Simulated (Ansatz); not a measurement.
**Input and output of a self-consistent single point for CaZrN2 (R3m, 4 atoms in the cell) (Ansatz, a quantum-chemistry and plane-wave program)**

Level of theory: LDA (PW92), default PAW files made with PBE (plane waves; Ansatz).

The input file:

Ansatz 0.2 input:
```yaml
# CaZrN2
crystal:
  lattice:
    - [1.64880500, 0.95193700, 5.57866000]
    - [-1.64880500, 0.95193700, 5.57866000]
    - [0.00000000, -1.90387600, 5.57866000]
  atoms:
    - { symbol: Ca, position_ang: [-0.00000000, -0.00000001, 0.05000711] }
    - { symbol: Zr, position_ang: [0.00000000, -0.00000100, 8.36799000] }
    - { symbol: N, position_ang: [0.00000000, -0.00000048, 3.98517156] }
    - { symbol: N, position_ang: [0.00000000, -0.00000152, 12.75080844] }
basis:
  ecutwfc: 420.0
kpoints:
  mp_grid: { grid: [9, 9, 9] }
hamiltonian:
  xc: lda
  pseudopotentials: { kind: paw }
scf:
  occupations: { method: fermi_dirac, width: 0.02 }
output:
  forces: true
  eigenvalues: true
  stress: true
```

Output, abridged:

```
WARN ansatz: RAYON_NUM_THREADS=1 ignored (pool sized by the plan → 1); use --threads N
basis.fft_grid_basis auto: the FFT boxes are laid along the combinations [[1, 0, -1], [0, 1, -1], [0, 0, 1]] of the cell's own vectors, 3.298, 3.298 and 5.895 …
Pseudopotentials: kind: paw
Pseudopotential: Ca, paw, valence charge 10
Pseudopotential: Zr, paw, valence charge 12
Pseudopotential: N, paw, valence charge 5
Crystal: 4 atoms, lattice volume = 52.536 Å³
Basis set: ecut = 420 eV, 1051 PW (Γ), FFT grids on a1−a3, a2−a3, a3
Bands: 20, of which v1, the nominal top of the filled ones, is band 16 counted from 1 (15 counted from 0)
Symmetry: 6 space group operations
Space group: R3m (ITA 160), of the structure as read, at distance tolerance 3.7e-5 Å
k-points: 85 of 729 (time reversal used)
PAW frozen core: Ca, regenerated for the run's functional, and the local potential with it
PAW frozen core: Zr, regenerated for the run's functional, and the local potential with it
PAW frozen core: N, regenerated for the run's functional, and the local potential with it
Initial density: superposition of atomic densities (neutral atoms: chi_scale 0, normalization atom), corrected by the library's trained network
Initial wavefunctions: pseudopotential atomic-orbital guess
Eigensolver: davidson
Functional: x = slater, c = lda
SCF iter   1: F=—  HF=-6604.738737 eV  |F-HF|=—  |Δ(HF+E_count)|=         —  Δρ=1.19e-2  dr2=8.71e-2  ethr=1.77e-3  ⟨swp⟩=7.0  Hψ=9777  notcnv=0
all-band conjugate gradients solve this SCF's bands
preconditioner: auto → none
SCF iter   2: F=—  HF=-6604.718351 eV  |F-HF|=—  |Δ(HF+E_count)|=   2.04e-2  Δρ=3.39e-3  dr2=6.37e-3  ethr=2.72e-4  ⟨swp⟩=2.0  Hψ=3148  notcnv=0
SCF iter   3: F=—  HF=-6604.717126 eV  |F-HF|=—  |Δ(HF+E_count)|=   1.23e-3  Δρ=1.61e-3  dr2=2.08e-3  ethr=1.99e-5  ⟨swp⟩=2.2  Hψ=2952  notcnv=0
SCF iter   4: F=—  HF=-6604.716655 eV  |F-HF|=—  |Δ(HF+E_count)|=   4.70e-4  Δρ=7.29e-4  dr2=1.03e-4  ethr=6.49e-6  ⟨swp⟩=2.0  Hψ=2523  notcnv=0
SCF iter   5: F=—  HF=-6604.716635 eV  |F-HF|=—  |Δ(HF+E_count)|=   2.10e-5  Δρ=1.08e-4  dr2=3.07e-6  ethr=3.22e-7  ⟨swp⟩=2.0  Hψ=2224  notcnv=0
SCF iter   6: F=—  HF=-6604.716636 eV  |F-HF|=—  |Δ(HF+E_count)|=   1.13e-6  Δρ=1.50e-5  dr2=7.62e-8  ethr=3.13e-10  ⟨swp⟩=3.0  Hψ=6923  notcnv=0
SCF iter   7: F=-6604.716636 eV  HF=-6604.716636 eV  |F-HF|=4.40e-9  |Δ(HF+E_count)|=   4.06e-9  Δρ=4.08e-6  dr2=8.80e-9  ethr=2.38e-10  ⟨swp⟩=2.0  Hψ=6019  notcnv=0
SCF 1 converged in 7 iterations: F = -6604.716636 eV  dr2 = 8.80e-9
SCF converged after 7 iterations
Free energy (F): -6604.716636 eV
Harris-Foulkes:  -6604.716636 eV  (|F-HF|=4.40e-9)
Internal energy: -6604.716636 eV  (E = F + TS)
E sigma→0 (E₀):  -6604.716636 eV
Entropy (-TS):   -0.000000 eV (-0.000 meV/atom)
Fermi energy:    11.989699 eV
--- Per-component energies (eV) ---
  E_band       = -145.897579
  E_kinetic    = 874.993166
  E_local      = -1476.859011  (includes V_loc(G=0)·N_el)
  E_nonlocal   = 241.438009
  E_hartree    = 459.566988
  E_xc         = -418.090103
  E_vxc        = -517.111071  (∫ρ·V_xc dr)
  E_paw        = -3899.901581  (= ΣΔE_a)
  E_vpaw       = -187.491877  (= ΣTr[D̂ρ^β])
  E_aug_tail   = 0.000193  (compensation charges beyond the density's cutoff)
  E_ewald      = -2386.677951
  E_core_change = 0.813655  (= ΣΔE_core)
  E_smearing   = -0.000000  (= −TS)
  E_closure    = -0.000000  (closes the sum)
  Σ components = -6604.716636   (vs F -6604.716636, Δ=0.00e0)
--- Forces (eV/Å), atoms counted from 1 ---
  atom   1  Ca     0.00000000     0.00000003    -0.56817608
  atom   2  Zr    -0.00000000    -0.00000004     0.62647391
  atom   3  N      0.00000000     0.00000000    -0.04899044
  atom   4  N     -0.00000000     0.00000000    -0.00926756
  max |Σ_I F_I| component: 3.98e-5 eV/Å
--- Stress (GPa, compression-positive) ---
       -6.058667       0.000000      -0.000000
        0.000000      -6.058667       0.000000
       -0.000000       0.000000      -6.115292
  P = ⅓ Tr σ = -6.0775 GPa (-60.775 kbar)
  The stress holds the Pulay correction. Without it, at fixed plane waves, as pw.x and ABINIT print it: P = -6.5244 GPa
--- Band table (eV; the first three rows and the last of 85) ---
  k-point 0: bands = ["-36.0988", "-26.6212", "-14.4038", "-13.8981", "-13.8981", "-8.0552", "-7.6753", "-7.6753", "-1.5706", "0.4911", "7.1520", "8.8024", "8.8024", "11.5161", "11.7863", "11.7863", "14.3681", "14.3681", "14.6865", "16.3657"]
  k-point 1: bands = ["-36.0897", "-26.6102", "-14.3811", "-13.9944", "-13.9173", "-8.0374", "-7.7689", "-7.6931", "-1.3645", "0.3434", "7.4119", "8.8265", "8.9224", "10.9286", "11.4057", "11.4697", "14.3274", "14.8243", "15.0276", "16.5711"]
  k-point 2: bands = ["-36.0665", "-26.5821", "-14.3252", "-14.2278", "-13.9653", "-8.0085", "-7.9771", "-7.7379", "-0.8833", "0.0424", "7.9621", "8.8983", "9.1898", "9.5698", "10.9727", "11.1345", "14.0872", "15.6647", "15.8203", "16.2435"]
  k-point 84: bands = ["-36.0896", "-26.6111", "-14.3655", "-13.9954", "-13.9173", "-8.1028", "-7.7653", "-7.6933", "-0.9032", "-0.1331", "8.3962", "8.5234", "9.0888", "10.2995", "10.7415", "11.0946", "14.1750", "14.9779", "15.4581", "16.3663"]
```

The run converged in 7 iterations.

The starting cell comes from a database of computed structures (which also holds hypothetical and non-ambient phases and stackings), without a prior relaxation at this level. Its lattice was rescaled by up to half a per cent. One atom was moved a little off its site on purpose. With a pressure of about -6 GPa the cell is away from its equilibrium volume at this level. Ansatz's pressure includes its estimate of the finite-basis (Pulay) stress. Another mesh or the band path of this cell gives a smaller gap, so this value is not converged in the mesh.
